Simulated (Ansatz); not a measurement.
Given:

End structure of CH3 on the 1x1 (110) surface of bcc W, one in a 2x2 cell, started at the site 'bridge W-W (span 3.2 Å)':

```yaml
crystal:
  lattice:
    - [5.51535, 0.00000, 0.00000]
    - [-1.83845, 5.19992, 0.00000]
    - [0.00000, 0.00000, 26.00000]
  atoms:
    - { symbol: W, position: [0.25000, 0.25000, 0.37289] }
    - { symbol: W, position: [0.25000, 0.75000, 0.37289] }
    - { symbol: W, position: [0.75000, 0.25000, 0.37289] }
    - { symbol: W, position: [0.75000, 0.75000, 0.37289] }
    - { symbol: W, position: [0.00000, 0.00000, 0.45653] }
    - { symbol: W, position: [0.00000, 0.50000, 0.45653] }
    - { symbol: W, position: [0.50000, 0.00000, 0.45653] }
    - { symbol: W, position: [0.50000, 0.50000, 0.45653] }
    - { symbol: W, position: [0.25012, 0.24986, 0.54347] }
    - { symbol: W, position: [0.25016, 0.74879, 0.54384] }
    - { symbol: W, position: [0.75116, 0.24975, 0.54383] }
    - { symbol: W, position: [0.75205, 0.74784, 0.54290] }
    - { symbol: W, position: [0.00625, 0.99895, 0.62839] }
    - { symbol: W, position: [0.99713, 0.50284, 0.62831] }
    - { symbol: W, position: [0.50546, 0.99444, 0.62623] }
    - { symbol: W, position: [0.50079, 0.49356, 0.62840] }
    - { symbol: C, position: [0.16510, 0.33434, 0.69369] }
    - { symbol: H, position: [0.36956, 0.40908, 0.70863] }
    - { symbol: H, position: [0.05970, 0.43965, 0.71636] }
    - { symbol: H, position: [0.08987, 0.12984, 0.70860] }
```

Slab: 20 atoms, 6.6 Å thick at the start under the adsorbate (thin: gaps and levels are the slab's own); k 6x6x1, smearing 0.1 eV, dipole-corrected; 8 atoms held, the rest relaxed; no symmetry held; no spin, no spin-orbit, no U, no dispersion correction. At the end it is bonded to 3 W. In PBE it is, or lies within 0.03 eV of, the lowest of the starts that converged.

A negative adsorption energy means that the adsorbate is more stable on the surface than in its reference.

Question: Estimate the work function of the top face that PBE (Ansatz, a first-principles code) returns for this input.

Answer: 3.70 eV

Question: Give the change of the step from the bottom to the top vacuum level, against the clean slab at the level PBE.

Answer: -1.11 eV

Question: What change of the work function does PBE give?

Answer: -1.12 eV

Question: What is the computed adsorption energy against CH4(g) − ½ H2(g) (PBE)?

Answer: -0.010 eV
